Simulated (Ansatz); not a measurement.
The structure below was relaxed with PBEsol (Ansatz, an electronic-structure program; PAW; 420 eV plane waves; without spin-orbit coupling).

Space group I-4m2 (No. 119); a = b = 4.0933 Å, c = 17.4945 Å, α = β = γ = 90.00°

```
atom  site  symmetry       x       y       z
----  ----  --------  ------  ------  ------
As      4f      2mm.  0.0000  0.5000  0.0921
As      2d      -4m2  0.5000  0.0000  0.2500
Ga      4e      2mm.  0.0000  0.0000  0.3293
In      2a      -4m2  0.0000  0.0000  0.0000
```

Problem. Write out a cell with all atoms.

Solution. 
```
InGa2As3
1.0
    4.09333     0.00000     0.00000
    0.00000     4.09333     0.00000
    0.00000     0.00000    17.49455
As Ga In
6 4 2
Direct
  0.00000   0.50000   0.40791
  0.50000   0.00000   0.25000
  0.00000   0.50000   0.09209
  0.50000   0.00000   0.90791
  0.00000   0.50000   0.75000
  0.50000   0.00000   0.59209
  0.50000   0.50000   0.17065
  0.00000   0.00000   0.32935
  0.00000   0.00000   0.67065
  0.50000   0.50000   0.82935
  0.00000   0.00000   0.00000
  0.50000   0.50000   0.50000
```
This is the conventional cell.

These are small ordered cells, not random alloys; other orderings at the same x differ. No phonon test of stability was made. The final runs are not spin-polarised. The cell was made from GaAs by this change: x(In) = 0.333, 6 atoms, I-4m2.
